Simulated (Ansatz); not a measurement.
A computed series for BaMnO3: pressure series

The reference is BaMnO₃ in the cubic perovskite structure (space group Pm-3m, No. 221; a = 3.881 Å; ferromagnetic; a cell from a computed database, its experimental status unchecked).

Cell and atoms are relaxed at each pressure.

Level of theory: DFT with PBEsol, PAW potentials and a 420 eV plane-wave cutoff in Ansatz (a quantum-chemistry and plane-wave program), no spin-orbit coupling.

Notes on the quantities. enthalpy: H = E + PV relative to the base's energy.

```tsv
change	enthalpy	lattice parameter a
base	–	3.881 Å
pressure −2 GPa	-0.15 eV/atom	3.896 Å
pressure −1 GPa	-0.07 eV/atom	3.888 Å
pressure 0.3 GPa	+0.02 eV/atom	3.879 Å
pressure 0.7 GPa	+0.05 eV/atom	3.876 Å
pressure 1.5 GPa	+0.11 eV/atom	3.870 Å
pressure 3 GPa	+0.22 eV/atom	3.859 Å
pressure 5 GPa	+0.36 eV/atom	3.846 Å
pressure 7.5 GPa	+0.54 eV/atom	3.830 Å
pressure 10 GPa	+0.71 eV/atom	3.816 Å
```

Load acts through the strain it causes; cell and atoms are relaxed under it. Whether these cells are dynamically stable was not tested. No other phases were tried under pressure. No Hubbard U is applied and the magnetic state is the run's own (BaMnO3 ferromagnetic); small cells can't hold the antiferromagnetic order that many such compounds have, so gaps and moments can be off. Many cubic perovskites are stable only at high temperature; tilts and polar distortions were not tested.
